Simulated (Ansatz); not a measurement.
Functionals compared on a constructed model of the (0001) surface of hcp Co, ferromagnetic, a pseudomorphic layer of Mo in the host's stacking (bottom of the slab: a bare face, its two planes held), in Ansatz (plane waves, PAW). The structure was relaxed with PBE; the other rows are single points on it. Cutoff 420 eV.

Slab: 7 atoms, 12.6 Å thick at the start with caps and adatoms (thin: gaps and levels are the slab's own); k 17x17x1, smearing 0.1 eV, dipole-corrected; 2 atoms held, the rest relaxed; start symmetry kept, larger cells not searched; spin-polarised, ending with about 9.4 μB a cell; orders that need a larger cell were not tried, no spin-orbit, no U. In PBE it is, or lies within 0.01 eV a 1x1 cell of, the lowest of the 2 structures of its composition computed so far; subsurface sites and larger cells were not tried. These notes are the PBE run's.

```csv
functional,work function of the top face (eV),magnetic moment of the cell (μB),rough cost of the single point
PBE,5.41,9.39,–
RPBE,___,9.48,about 2.8 core-minutes (a rough figure)
```

Task: Fill in the missing entries.

Result: 
- RPBE, work function of the top face (eV): 5.27

Ansatz is a program for electronic structure.
